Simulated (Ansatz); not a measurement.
## How the equilibrium lattice constant a of Mg3SnO (model structure, started from the Mg3SbN type, Pm-3m, No. 221, 5 atoms in the cell) moves with the method

No measured value is used here.

| level (code) | value (Å) |
|---|---|
| LDA (Ansatz) | 4.290 |
| PBE (Ansatz) | (withheld) |
| PBEsol (Ansatz) | 4.348 |
| r²SCAN (Ansatz) | 4.345 |

### Question
Fill in the missing entries.

### Answer

- PBE (Ansatz, a program for electronic structure), value (Å): 4.391

Cutoffs differ between the levels. Ansatz's density-functional and Hartree–Fock values are scalar-relativistic unless marked +SOC, with PAW data made under PBE.

A model structure was made by putting elements into a prototype or built by hand; it is no filed structure, need not be a known phase, and can be a saddle point held by its symmetry.
